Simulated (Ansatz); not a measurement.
Take BaTiO3 in the cubic perovskite structure (space group Pm-3m, No. 221) as the base.

Space group Pm-3m (No. 221); a = b = c = 4.0192 Å, α = β = γ = 90.00°

```csv
atom,site,symmetry,x,y,z
Ba,1a,m-3m,0.0000,0.0000,0.0000
Ti,1b,m-3m,0.5000,0.5000,0.5000
O,3c,4/mm.m,0.0000,0.5000,0.5000
```

Method: PBE in Ansatz (plane waves to 420 eV, PAW, no spin-orbit coupling).

Before the change:

The band gap comes out as 1.78 eV and the gap character is indirect, R → Γ. The smallest direct gap comes out as 1.90 eV.

Modification: a negative pressure, −2 GPa.

Problem. How does this affect the band gap, gap character and smallest direct gap?

Solution. The band gap decreases by 0.027 eV (1.78 eV → 1.76 eV); the gap character is still indirect, R → Γ; the smallest direct gap shrinks by 0.015 eV (1.90 eV → 1.89 eV).

Load acts through the strain it causes; cell and atoms are relaxed under it. Whether these cells are dynamically stable was not tested. All final runs are without spin polarisation. Many cubic perovskites are stable only at high temperature; tilts and polar distortions were not tested. This is not the structure that BaTiO3 has at room temperature and ambient pressure.

Ansatz is a program for electronic structure.
